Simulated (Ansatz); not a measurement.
SiC, response to strain

The parent structure is SiC in the wurtzite structure (space group P6_3mc, No. 186; a = 3.092 Å, c = 5.074 Å).

Strains are applied to the cell and any free atomic positions relax.

All numbers come from plane-wave PAW DFT at the PBE level (Ansatz, a first-principles code, 420 eV), no spin-orbit coupling.

| isotropic strain (%) | band gap (eV) |
|---|---|
| 0 | 2.31 |
| 0.6 | ? |
| 1.2 | 2.37 |
| 1.8 | 2.40 |
| 2.4 | 2.43 |
| 3 | 2.46 |

Fit E_g = E₀ + Dε (ε in %) to the rows shown and predict the withheld row.

Least squares on the printed values gives E₀ = 2.31 eV, D = 50.0 meV per % of strain (largest residual 0.00 eV); this predicts 2.34 eV, and the run gives 2.34 eV, in agreement.

Whether these cells are dynamically stable was not tested.
